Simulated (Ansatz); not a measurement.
```
CELL_PARAMETERS angstrom
     11.00000     0.00000     0.00000
      0.00000    11.00000     0.00000
      0.00000     0.00000     4.64825
ATOMIC_POSITIONS crystal
  Li 0.50000 0.50000 0.00000
  Br 0.50000 0.50000 0.50000
```

Calculation: PBE (plane waves to 420 eV, PAW; Ansatz, an electronic-structure program). Mesh 1×1×62. No spin polarisation. Isolated but for its images some 11 Å away. A hypothetical model. Symmetry and one short period hold its shape; lower forms weren't sought. Pairing along the axis, which can open a gap, is among the distortions not tried. Values not marked SOC lack spin–orbit coupling.

Tabulate the two highest filled and two lowest empty levels along the axis, from the valence top.


```tsv
k (2π/c)	v2 (eV)	v1 (eV)	c1 (eV)	c2 (eV)
0.000	-0.18	-0.18	5.31	–
0.042	-0.18	-0.18	5.33	–
0.083	-0.17	-0.17	5.38	–
0.125	-0.16	-0.16	5.46	–
0.167	-0.14	-0.14	5.57	–
0.208	-0.12	-0.12	5.72	–
0.250	-0.09	-0.09	–	–
0.292	-0.07	-0.07	–	–
0.333	-0.05	-0.05	–	–
0.375	-0.03	-0.03	–	–
0.417	-0.01	-0.01	–	–
0.458	0.00	0.00	–	–
0.500	0.00	0.00	–	–
```
A dash stands for levels within 1 eV of the vacuum level or above it.
